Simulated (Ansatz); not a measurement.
For CsCl-type AuZn (cubic form, which distorts at low temperature), PBEsol in Ansatz (PAW) gives:

```
Property                    Result
------------------  --------------
lattice constant a         3.129 Å
bulk modulus               143 GPa
cohesive energy       2.88 eV/atom
formation enthalpy  -0.224 eV/atom
```

Task: What does B3LYP (VWN-RPA form) (plane waves, PAW; Ansatz, a first-principles code) give for the same quantities?

Result: 
- lattice constant a: 3.234 Å (grows by 3.4 %)
- bulk modulus: 99.1 GPa (decreases by 31 %)
- cohesive energy: 1.61 eV/atom (decreases by 1.27 eV/atom)
- formation enthalpy: -0.213 eV/atom (moves by +0.011 eV/atom)

For comparison: bulk modulus 131 GPa (measured, temperature not stated, no zero-point or thermal correction; as tabulated in Nepal et al. (2020), arXiv:2007.11150); formation enthalpy -0.235 ± 0.04 eV/atom (measured, temperature not stated, no zero-point or thermal correction; as tabulated in Nepal et al. (2020), arXiv:2007.11150).

Changes are worked out from the printed values.

Unless a cell is named, each level is at its own relaxed cell (PBEsol 15.31, B3LYP (VWN-RPA form) 16.92 Å³/atom).

Levels without +SOC leave out spin–orbit coupling, which shifts energies and cells of such heavy elements.

Caveats: an element that serves as reference has a cell well above its measured volume (B3LYP (VWN-RPA form)); symmetry holds this phase in the static calculation, where it need not be a minimum (PBEsol, B3LYP (VWN-RPA form)). Ansatz's density-functional and Hartree–Fock values are scalar-relativistic unless marked +SOC, with PAW data made under PBE.
